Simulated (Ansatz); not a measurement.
## PbTe: response to strain

The parent structure is PbTe in the rock salt structure (space group Fm-3m, No. 225; a = 6.534 Å). Axes: x, y, z lie along the cube axes.

Strains are applied to the cell and any free atomic positions relax.

Level of theory: Ansatz (a quantum-chemistry and plane-wave program), r2SCAN, PAW, cutoff 500 eV, without spin-orbit coupling.

Notes on the quantities. energy relative to the base: free energy F; pressure: mean of the normal stresses, compression positive.

```tsv
variant	smallest direct gap	energy relative to the base	band gap	pressure	volume per atom
base	1.09 eV	0 meV/atom	1.09 eV	0.0 kbar	34.87 Å³
tensor shear ε_xy = +0.86 %	1.08 eV	+0.5 meV/atom	1.00 eV	0.0 kbar	34.87 Å³
tensor shear ε_xy = +1.43 %	1.06 eV	+1.4 meV/atom	0.93 eV	0.1 kbar	34.87 Å³
tensor shear ε_xy = +0.29 %	1.09 eV	+0.1 meV/atom	1.06 eV	0.0 kbar	34.87 Å³
tensor shear ε_xy = +0.57 %	1.08 eV	+0.2 meV/atom	1.03 eV	0.0 kbar	34.87 Å³
tensor shear ε_xy = +2.00 %	1.04 eV	+2.7 meV/atom	0.87 eV	0.1 kbar	34.86 Å³
tensor shear ε_xy = +1.71 %	1.05 eV	+2.0 meV/atom	0.90 eV	0.1 kbar	34.86 Å³
tensor shear ε_xy = +1.14 %	1.07 eV	+0.9 meV/atom	0.97 eV	0.1 kbar	34.87 Å³
```

Spin-orbit coupling, missing from the scalar runs, can matter with Pb and Te. Whether these cells are dynamically stable was not tested.
